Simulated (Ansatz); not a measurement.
## Mg2Ge: pressure series

Start from Mg2Ge in the anti-fluorite structure (space group Fm-3m, No. 225; a = 6.364 Å).

Cell and atoms are relaxed at each pressure.

Computed with DFT with PBEsol, PAW potentials and a 420 eV plane-wave cutoff in Ansatz (a quantum-chemistry and plane-wave program), spin-orbit coupling left out, earlier PAW set.

Two rows of this table had their results exchanged by mistake.

```json
[
 {"pressure": "pressure −2 GPa", "volume per atom (Å³)": "22.39", "shortest distance (Å)": "2.794", "band gap": "0.12 eV"},
 {"pressure": "pressure −1 GPa", "volume per atom (Å³)": "19.81", "shortest distance (Å)": "2.683", "band gap": "zero"},
 {"pressure": "pressure 3 GPa", "volume per atom (Å³)": "20.41", "shortest distance (Å)": "2.709", "band gap": "zero"},
 {"pressure": "pressure 5 GPa", "volume per atom (Å³)": "21.91", "shortest distance (Å)": "2.774", "band gap": "0.10 eV"},
 {"pressure": "pressure 7.5 GPa", "volume per atom (Å³)": "19.18", "shortest distance (Å)": "2.654", "band gap": "zero"},
 {"pressure": "pressure 10 GPa", "volume per atom (Å³)": "18.63", "shortest distance (Å)": "2.628", "band gap": "zero"}
]
```

### Question
Which two?

### Answer
The rows for pressure −1 GPa and pressure 5 GPa: the volume has to fall steadily with pressure, so 21.91 Å³ belongs to pressure −1 GPa and 19.81 Å³ to pressure 5 GPa.

Load acts through the strain it causes; cell and atoms are relaxed under it. No phonon test of stability was made. No other phases were tried under pressure. The final runs are not spin-polarised. Gaps under 0.05 eV, about the width of the smearing, are given as zero. The zero or small gap of Mg2Ge can change with the level of theory.
